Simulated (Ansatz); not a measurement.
Consider C vacancy in 3C silicon carbide, charge state +2. All values below come from PBE, PAW (plane waves to 420 eV; Ansatz, an electronic-structure program).

Settings: 216 host sites, the relaxed PBE lattice, one k-point at (0.250, 0.250, 0.250), smearing 0.01 eV, spin-restricted, no image-charge correction. No zero-point or tunnelling terms. The charge state is imposed; whether it is stable for some Fermi level was not computed. Forms of the defect that were not tried may lie lower.

Barriers: single points on a 2×2×2 k-point mesh shifted by half a step at the bands' geometries.

Relaxed starting cell (atoms counted from 1):

```xyz
215
Lattice="13.1400 0.0000 0.0000 0.0000 13.1400 0.0000 0.0000 0.0000 13.1400" Properties=species:S:1:pos:R:3 pbc="T T T"
Si    -0.0001     0.0000    -0.0154
Si    -0.0711    -0.0717     4.4537
Si    -0.0013    -0.0014     8.7672
Si    -0.0124     4.3911    -0.0098
Si     0.0001     4.3973     4.3815
Si    -0.0004     4.3808     8.7633
Si    -0.0006     8.7579     0.0006
Si    -0.0012     8.7541     4.3826
Si    -0.0027     8.7585     8.7627
Si     4.3909    -0.0125    -0.0098
Si     4.3973    -0.0002     4.3814
Si     4.3809    -0.0006     8.7634
Si     4.3815     4.3815    -0.0001
Si     4.3907     4.3907     4.3932
Si     4.3833     4.3834     8.7651
Si     4.3832     8.7562    -0.0020
Si     4.3807     8.7574     4.3826
Si     4.3814     8.7592     8.7619
Si     8.7580    -0.0006     0.0007
Si     8.7542    -0.0013     4.3825
Si     8.7586    -0.0029     8.7627
Si     8.7563     4.3833    -0.0021
Si     8.7576     4.3807     4.3825
Si     8.7594     4.3814     8.7619
Si     8.7594     8.7593    -0.0004
Si     8.7592     8.7589     4.3835
Si     8.7589     8.7587     8.7625
C      1.0948     1.0948     7.6680
C      1.0947     1.0947    12.0447
C      1.0947     5.4764     3.2861
C      1.0934     5.4718     7.6633
C      1.0974     5.4724    12.0485
C      1.0947     9.8530     3.2861
C      1.0973     9.8570     7.6638
C      1.0932     9.8573    12.0491
C      5.4764     1.0947     3.2863
C      5.4718     1.0932     7.6634
C      5.4725     1.0975    12.0485
C      5.4720     5.4721     3.2846
C      5.4745     5.4746     7.6660
C      5.4740     5.4740    12.0469
C      5.4721     9.8572     3.2887
C      5.4740     9.8551     7.6655
C      5.4746     9.8548    12.0463
C      9.8530     1.0947     3.2860
C      9.8573     1.0973     7.6636
C      9.8576     1.0933    12.0491
C      9.8573     5.4722     3.2887
C      9.8553     5.4739     7.6653
C      9.8550     5.4746    12.0464
C      9.8576     9.8575     3.2846
C      9.8551     9.8548     7.6661
C      9.8555     9.8551    12.0467
Si    -0.0713     2.2619     2.1201
Si     0.0001     2.1899     6.5889
Si    -0.0011     2.1910    10.9458
Si    -0.0013     6.5753     2.1901
Si    -0.0007     6.5716     6.5723
Si    -0.0028     6.5711    10.9502
Si     0.0000    10.9329     2.1916
Si    -0.0127    10.9384     6.5827
Si    -0.0008    10.9491    10.9497
Si     4.3972     2.1899     2.1916
Si     4.3907     2.2021     6.5821
Si     4.3806     2.1911    10.9491
Si     4.3808     6.5718     2.1909
Si     4.3833     6.5732     6.5747
Si     4.3814     6.5702    10.9510
Si     4.3908    10.9387     2.1785
Si     4.3815    10.9482     6.5732
Si     4.3833    10.9463    10.9478
Si     8.7541     2.1912     2.1901
Si     8.7575     2.1910     6.5720
Si     8.7592     2.1919    10.9506
Si     8.7588     6.5710     2.1887
Si     8.7593     6.5702     6.5730
Si     8.7588     6.5709    10.9503
Si     8.7580    10.9492     2.1908
Si     8.7563    10.9462     6.5748
Si     8.7594    10.9480    10.9510
C      1.1068     3.2777     1.1036
C      1.0832     3.2764     5.4680
C      1.0948     3.2850     9.8561
C      1.0949     7.6646     1.0960
C      1.0948     7.6644     5.4763
C      1.0957     7.6645     9.8561
C      1.0832    12.0527     1.1041
C      1.1069    12.0522     5.4689
C      1.0948    12.0446     9.8564
C      5.4732     3.2844     1.0970
C      5.4739     3.2837     5.4749
C      5.4743     3.2845     9.8564
C      5.4743     7.6641     1.0967
C      5.4742     7.6649     5.4756
C      5.4744     7.6645     9.8561
C      5.4744    12.0458     1.0971
C      5.4731    12.0454     5.4759
C      5.4743    12.0452     9.8556
C      9.8553     3.2836     1.0971
C      9.8562     3.2842     5.4754
C      9.8554     3.2842     9.8557
C      9.8553     7.6652     1.0965
C      9.8552     7.6640     5.4758
C      9.8552     7.6645     9.8561
C      9.8565    12.0451     1.0968
C      9.8554    12.0457     5.4747
C      9.8552    12.0451     9.8568
Si     2.2612    -0.0705     2.1210
Si     2.1898     0.0000     6.5891
Si     2.1911    -0.0013    10.9460
Si     2.1899     4.3973     2.1915
Si     2.2022     4.3905     6.5822
Si     2.1912     4.3808    10.9491
Si     2.1913     8.7542     2.1903
Si     2.1911     8.7574     6.5720
Si     2.1920     8.7591    10.9507
Si     6.5754    -0.0011     2.1903
Si     6.5717    -0.0008     6.5722
Si     6.5712    -0.0029    10.9501
Si     6.5718     4.3809     2.1909
Si     6.5734     4.3833     6.5747
Si     6.5704     4.3814    10.9510
Si     6.5711     8.7586     2.1888
Si     6.5704     8.7592     6.5730
Si     6.5710     8.7586    10.9503
Si    10.9329     0.0000     2.1915
Si    10.9387    -0.0128     6.5827
Si    10.9490    -0.0011    10.9496
Si    10.9389     4.3909     2.1784
Si    10.9483     4.3814     6.5731
Si    10.9466     4.3832    10.9479
Si    10.9492     8.7579     2.1908
Si    10.9465     8.7560     6.5747
Si    10.9482     8.7593    10.9508
C      3.2777     1.1068     1.1036
C      3.2766     1.0829     5.4681
C      3.2849     1.0948     9.8561
C      3.2845     5.4734     1.0969
C      3.2836     5.4740     5.4748
C      3.2843     5.4744     9.8564
C      3.2834     9.8552     1.0972
C      3.2843     9.8559     5.4756
C      3.2842     9.8550     9.8558
C      7.6645     1.0948     1.0960
C      7.6645     1.0948     5.4764
C      7.6647     1.0958     9.8560
C      7.6641     5.4742     1.0967
C      7.6650     5.4742     5.4756
C      7.6647     5.4744     9.8561
C      7.6652     9.8551     1.0966
C      7.6643     9.8550     5.4757
C      7.6647     9.8548     9.8562
C     12.0524     1.0834     1.1040
C     12.0526     1.1068     5.4687
C     12.0446     1.0948     9.8564
C     12.0459     5.4745     1.0970
C     12.0457     5.4731     5.4759
C     12.0454     5.4741     9.8554
C     12.0455     9.8565     1.0966
C     12.0458     9.8551     5.4749
C     12.0454     9.8551     9.8568
Si     2.1899     2.1899    -0.0160
Si     2.2608     2.2607     4.4523
Si     2.1912     2.1912     8.7672
Si     2.1911     6.5722     0.0009
Si     2.1911     6.5755     4.3823
Si     2.1921     6.5706     8.7622
Si     2.2016    10.9391    -0.0092
Si     2.1900    10.9320     4.3814
Si     2.1911    10.9493     8.7638
Si     6.5720     2.1912     0.0008
Si     6.5754     2.1910     4.3824
Si     6.5706     2.1922     8.7620
Si     6.5704     6.5702    -0.0002
Si     6.5708     6.5706     4.3836
Si     6.5709     6.5709     8.7625
Si     6.5734    10.9465    -0.0020
Si     6.5720    10.9493     4.3826
Si     6.5703    10.9480     8.7618
Si    10.9391     2.2018    -0.0096
Si    10.9323     2.1897     4.3813
Si    10.9495     2.1908     8.7636
Si    10.9465     6.5735    -0.0022
Si    10.9494     6.5720     4.3826
Si    10.9482     6.5703     8.7617
Si    10.9481    10.9480    -0.0004
Si    10.9391    10.9389     4.3929
Si    10.9465    10.9464     8.7652
C      3.2767     3.2768     3.2746
C      3.2837     3.2836     7.6655
C      3.2841     3.2845    12.0476
C      3.2850     7.6647     3.2862
C      3.2842     7.6648     7.6657
C      3.2843     7.6642    12.0465
C      3.2775    12.0521     3.2983
C      3.2843    12.0454     7.6647
C      3.2836    12.0457    12.0468
C      7.6646     3.2850     3.2862
C      7.6650     3.2843     7.6657
C      7.6643     3.2844    12.0466
C      7.6648     7.6646     3.2871
C      7.6647     7.6645     7.6659
C      7.6647     7.6645    12.0464
C      7.6644    12.0445     3.2861
C      7.6641    12.0452     7.6657
C      7.6654    12.0452    12.0467
C     12.0523     3.2776     3.2984
C     12.0455     3.2844     7.6644
C     12.0459     3.2836    12.0468
C     12.0445     7.6644     3.2860
C     12.0454     7.6640     7.6657
C     12.0453     7.6652    12.0467
C     12.0529    12.0530     3.2747
C     12.0459    12.0457     7.6660
C     12.0452    12.0453    12.0480
```
Cell charge +2.

End state 1 differs by these moves (Å; atoms that move under 0.08 Å are left out):

```csv
atom,element,Δx,Δy,Δz
2,Si,0.07,0.05,-0.07
5,Si,-0.07,0.06,-0.07
54,Si,0.07,-0.07,0.05
55,Si,-0.07,-0.07,0.05
82,C,0.00,-2.17,-2.17
108,Si,-0.06,0.06,0.06
112,Si,0.06,0.06,0.06
163,Si,0.00,-0.14,-0.14
```

Problem. What forward and backward barriers to end state 1 does PBE, PAW give?

Solution. forward 5.09 eV, backward 5.09 eV; at the saddle point atom 82 has neighbours Si at 1.80, 2 Si at 2.21, 2 Si at 2.23 Å. The saddle point's order was not checked, and it lies on a symmetry element of the cell, where a band can be held.
